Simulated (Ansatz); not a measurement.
Band gap of Ag2S (Cmcm, No. 63, 6 atoms in the cell; start mp-36216; a measured phase of this formula has another space group) at several levels of theory

No measured value is used here.

```tsv
level (code)	value (eV)	cell (Å³/atom)
LDA (Ansatz)	0.61	18.25
PBEsol (Ansatz)	0.95	19.39
dielectric-dependent PBEsol hybrid (Ansatz)	1.59	19.39
HSE06 (Ansatz)	2.13	19.39
PBE0 (Ansatz)	2.57	22.27
```

Computed values are for a static lattice. Levels without +SOC have no spin–orbit coupling; where heavier elements are present it shifts gaps, mostly down, and can invert bands.  Values are at the level's own relaxed cell; dielectric-dependent PBEsol hybrid at the PBEsol cell; HSE06 at the PBEsol cell. Cutoffs and k meshes differ between the levels. Ansatz's density-functional and Hartree–Fock values are scalar-relativistic unless marked +SOC, with PAW data made under PBE.

A start named mp-… is a Materials Project structure, which need not be a measured phase.

Ansatz is a program for electronic structure.
